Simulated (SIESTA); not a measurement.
## A self-consistent single point of SrGe3Pd (I4mm, 5 atoms in the cell) with SIESTA

Level of theory: SIESTA with GGA PBEsol, numerical atomic orbitals TZP, PseudoDojo PBEsol standard norm-conserving potentials (rewritten from UPF to PSML).

The input file:

```
# files in the folder: Sr.psml Ge.psml Pd.psml (PseudoDojo PBEsol standard)
SystemName  SrGe3Pd
SystemLabel SrGe3Pd

NumberOfAtoms                5
NumberOfSpecies              3
%block ChemicalSpeciesLabel
  1 38 Sr
  2 32 Ge
  3 46 Pd
%endblock ChemicalSpeciesLabel
LatticeConstant              1.0 Bohr
%block LatticeVectors
    -4.234488851    4.234488851    9.722253517
     4.234488851   -4.234488851    9.722253517
     4.234488851    4.234488851   -9.722253517
%endblock LatticeVectors
AtomicCoordinatesFormat      Fractional
%block AtomicCoordinatesAndAtomicSpecies
     0.998590000    0.998590000    0.000000000  1
     0.399700000    0.399700000    0.000000000  2
     0.753150000    0.253150000    0.500000000  2
     0.253150000    0.753150000    0.500000000  2
     0.643100000    0.643100000    0.000000000  3
%endblock AtomicCoordinatesAndAtomicSpecies

XC.functional                GGA
XC.authors                   PBEsol
PAO.BasisSize                TZP
PAO.EnergyShift              0.005 Ry
MeshCutoff                   350 Ry
%block kgrid.MonkhorstPack
    6   0   0  0.0
    0   6   0  0.0
    0   0   6  0.0
%endblock kgrid.MonkhorstPack
OccupationFunction           MP
OccupationMPOrder            0
ElectronicTemperature        0.1 eV

MaxSCFIterations             150
SCF.Mixer.Method             Pulay
SCF.Mixer.Weight             0.2
SCF.Mixer.History            8
SCF.DM.Tolerance             1.0E-05
Diag.ParallelOverK           true
WriteForces                  true
```

Output (repeated stretches shortened):

```
reinit: Reading from file input.fdf

reinit: System Name: SrGe3Pd
reinit: System Label: SrGe3Pd

coor:   Atomic-coordinates input format  =     Fractional

siesta: Atomic coordinates (Bohr) and species
siesta:      0.00000   0.00000  19.41709  1        1
siesta:      0.00000   0.00000   7.77197  2        2
siesta:      0.00000   4.23449   4.92238  2        3
siesta:      4.23449   0.00000   4.92238  2        4
siesta:      0.00000   0.00000  12.50476  3        5

siesta: System type = bulk

initatomlists: Number of atoms, orbitals, and projectors:      5   101    90

siesta: ******************** Simulation parameters ****************************
redata: Spin configuration                          = none
redata: Time-Reversal Symmetry                      = T
redata: Number of Atomic Species                    =        3
redata: Mesh Cutoff                                 =   350.0000 Ry
redata: Net charge of the system                    =     0.0000 |e|
redata: Min. number of SCF Iter                     =        0
redata: Max. number of SCF Iter                     =      150
redata: SCF convergence failure will abort job
redata: SCF mix quantity                            = Hamiltonian
redata: Mix DM or H after convergence               =   F
redata: Recompute H after scf cycle                 =   F
redata: Mix DM in first SCF step                    =   T
redata: No kicks to SCF
redata: DM Mixing Weight for Kicks                  =     0.5000
redata: Require Harris convergence for SCF          =   F
redata: Harris energy tolerance for SCF             =     0.000100 eV
redata: Require DM convergence for SCF              =   T
redata: DM tolerance for SCF                        =     0.000010
redata: Require EDM convergence for SCF             =   F
redata: EDM tolerance for SCF                       =     0.001000 eV
redata: Require H convergence for SCF               =   T
redata: Hamiltonian tolerance for SCF               =     0.001000 eV
redata: Require (free) Energy convergence for SCF   =   F
redata: (free) Energy tolerance for SCF             =     0.000100 eV
redata: Using DFT-D3 dispersion                     =   F
redata: Using Saved Data (generic)                  =   F
redata: Method of Calculation                       = Diagonalization
redata: Electronic Temperature                      =  1160.4518 K
redata: Number of TDED substeps                     =        3
redata: Dynamics option                             = Single-point calculation
redata: Save all siesta data in one NC              =   F
redata: ***********************************************************************

%block SCF.Mixers
  Pulay
%endblock SCF.Mixers

%block SCF.Mixer.Pulay
  # Mixing method
  method pulay
  variant stable

  # Mixing options
  weight 0.2000
  weight.linear 0.2000
  history 8
%endblock SCF.Mixer.Pulay

DM_history_depth set to one: no extrapolation allowed by default for geometry relaxation
Size of DM history Fstack: 1
Total number of electrons:    70.000000
Total ionic charge:    70.000000

* ProcessorY, Blocksize:    1  64

* Orbital distribution balance (max,min):   101   101

k-point displ. along   1 input, could be:     0.00    0.50
k-point displ. along   2 input, could be:     0.00    0.50
k-point displ. along   3 input, could be:     0.00    0.50
 Kpoints in:          144 . Kpoints trimmed:          132

siesta: k-grid: Number of k-points = 132
siesta: k-points from Monkhorst-Pack grid
siesta: k-cutoff (effective) =    13.445 Ang
siesta: k-point supercell and displacements
siesta: k-grid:     6     0     0      0.000
siesta: k-grid:     0     6     0      0.000
siesta: k-grid:     0     0     6      0.000

diag: Algorithm                                     = D&C
diag: Parallel over k                               =   F
diag: Use parallel 2D distribution                  =   F
diag: Parallel block-size                           = 64
diag: Parallel distribution                         =     1 x     1
diag: Used triangular part                          = Lower
diag: Absolute tolerance                            =  0.100E-15
diag: Orthogonalization factor                      =  0.100E-05
diag: Memory factor                                 =  1.0000

superc: Internal auxiliary supercell:     7 x     7 x     7  =     343
superc: Number of atoms, orbitals, and projectors:   1715  34643  30870

                        Single-point calculation

superc: Internal auxiliary supercell:     7 x     7 x     7  =     343
superc: Number of atoms, orbitals, and projectors:   1715  34643  30870

outcell: Unit cell vectors (Ang):
       -2.240795    2.240795    5.144795
        2.240795   -2.240795    5.144795
        2.240795    2.240795   -5.144795

outcell: Cell vector modules (Ang)   :    6.042453    6.042453    6.042453
outcell: Cell angles (23,13,12) (deg):    136.4649    136.4649     63.2624
outcell: Cell volume (Ang**3)        :    103.3314
new_DM -- step:     1
Initializing Density Matrix...

Attempting to read DM from file... Failed...
DM filled with atomic data:

InitMesh: MESH = 60 x 60 x 50 = 180000
InitMesh: Mesh cutoff (required, used) =   350.000   403.418 Ry

stepf: Methfessel-Paxton step function
       Using Hermite-Gauss polynomials of order  0

        iscf     Eharris(eV)        E_KS(eV)     FreeEng(eV)     dDmax    Ef(eV) dHmax(eV)
   scf:    1   -11857.409744   -11880.346468   -11880.354938  1.039852 -4.892257  5.657178
   scf:    2   -11881.602040   -11881.336361   -11881.351307  0.076022 -4.766487  1.816367
   scf:    3   -11881.434529   -11881.387176   -11881.402819  0.029181 -4.763696  1.307573
   scf:    4   -11881.467331   -11881.432786   -11881.449289  0.058566 -4.756119  0.252502
   scf:    5   -11881.436268   -11881.434873   -11881.451161  0.015021 -4.747071  0.047924
   scf:    6   -11881.435281   -11881.435096   -11881.451338  0.005646 -4.745829  0.030850
   scf:    7   -11881.435215   -11881.435160   -11881.451362  0.003299 -4.744978  0.010931
   scf:    8   -11881.435130   -11881.435146   -11881.451367  0.000491 -4.745228  0.002593
   scf:    9   -11881.435141   -11881.435143   -11881.451368  0.000527 -4.745072  0.001666
   scf:   10   -11881.435140   -11881.435142   -11881.451368  0.000032 -4.745019  0.000465
   scf:   11   -11881.435144   -11881.435143   -11881.451368  0.000023 -4.745001  0.000044
   scf:   12   -11881.435143   -11881.435143   -11881.451368  0.000001 -4.745000  0.000015

SCF Convergence by DM+H criterion
max |DM_out - DM_in|         :     0.0000014802
max |H_out - H_in|      (eV) :     0.0000149995
SCF cycle converged after 12 iterations

Using DM_out to compute the final energy and forces

siesta: E_KS(eV) =           -11881.4351

siesta: E_KS - E_eggbox =    -11881.4351

siesta: Atomic forces (eV/Ang):
     1    0.000257    0.000257    0.240496
     2    0.001040    0.001040    0.289469
     3    0.000303   -0.000461   -0.149454
     4   -0.000461    0.000303   -0.149455
     5   -0.000961   -0.000961   -0.232551
   Tot    0.000177    0.000177   -0.001496
   Max    0.289469
   Res    0.126593    sqrt( Sum f_i^2 / 3N )
   Max    0.289469    constrained

Stress tensor Voigt[x,y,z,yz,xz,xy] (kbar):      -28.77      -28.77      -37.35        1.03        1.03       -0.10
(Free)E + p*V (eV/cell)   -11879.4114
Target enthalpy (eV/cell)   -11881.4514

siesta: Program's energy decomposition (eV):
siesta: Ebs     =     -1847.111908
siesta: Eions   =     13909.963867
siesta: Ena     =      1283.680440
siesta: Ekin    =      6941.186084
siesta: Enl     =     -3671.880605
siesta: Eso     =         0.000000
siesta: Edftu   =         0.000000
siesta: DEna    =        21.877206
siesta: DUscf   =         0.743254
siesta: DUext   =         0.000000
siesta: Ex      =     -2391.600852
siesta: Ec      =      -155.476802
siesta: Exc     =     -2547.077654
siesta: Eharris =    -11881.435143
siesta: Etot    =    -11881.435143
siesta: FreeEng =    -11881.451368

siesta: Atomic forces (eV/Ang):
siesta:      1    0.000257    0.000257    0.240496
siesta:      2    0.001040    0.001040    0.289469
siesta:      3    0.000303   -0.000461   -0.149454
siesta:      4   -0.000461    0.000303   -0.149455
siesta:      5   -0.000961   -0.000961   -0.232551
siesta: ----------------------------------------
siesta:    Tot    0.000177    0.000177   -0.001496

siesta: Stress tensor (static) (eV/Ang**3):
siesta:    -0.017957   -0.000063    0.000643
siesta:    -0.000063   -0.017957    0.000643
siesta:     0.000643    0.000643   -0.023311

siesta: Cell volume =        103.331401 Ang**3

siesta: Pressure (static):
siesta:                Solid            Molecule  Units
siesta:           0.00021502          0.00016759  Ry/Bohr**3
siesta:           0.01974185          0.01538760  eV/Ang**3
siesta:          31.62993132         24.65364828  kBar
```

The run converged in 12 iterations.

The starting cell comes from a database of computed structures (which also holds hypothetical and non-ambient phases and stackings), without a prior relaxation at this level. Spin polarisation is off. Values carry the incompleteness of an atom-centred basis. With a pressure of about 3 GPa the cell is away from its equilibrium volume at this level.

Cost on one core of a shared machine: roughly 2 min.
